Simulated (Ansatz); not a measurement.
System: CsSnI3 (P4/mbm, No. 127, 10 atoms in the cell; start mp-616378; high-temperature phase). Method: HSE06 (plane waves, PAW; Ansatz, a quantum-chemistry and plane-wave program).

Settings: plane-wave cutoff 500 eV, 4×4×4 k mesh, gaussian smearing 0.02 eV, scalar-relativistic PAW data made under PBE.

Cell (relaxed with r²SCAN):

```
CsSnI3
1.0
    8.67974     0.00000     0.00000
    0.00000     8.67974     0.00000
    0.00000     0.00000     6.30833
Cs Sn I
2 2 6
Cartesian
  0.00000   4.33987   0.00000
  4.33987   0.00000   0.00000
  4.33987   4.33987   3.15416
  0.00000   0.00000   3.15416
  6.94783   6.07177   3.15416
  1.73190   2.60797   3.15416
  2.60797   6.94783   3.15416
  6.07177   1.73190   3.15416
  4.33987   4.33987   0.00000
  0.00000   0.00000   0.00000
```

**Question.** Estimate the band gap that the calculation returns.

**Answer.** 
band gap: 0.84 eV (on the SCF k mesh)

Note: held by symmetry at 0 K, a high-temperature phase can be a saddle point.

Spin–orbit coupling is not included; with these elements it can move the gap by several tenths of an eV or more.

The computed numbers hold no vibrational or temperature effects.

A start named mp-… is a Materials Project structure, which need not be a measured phase.
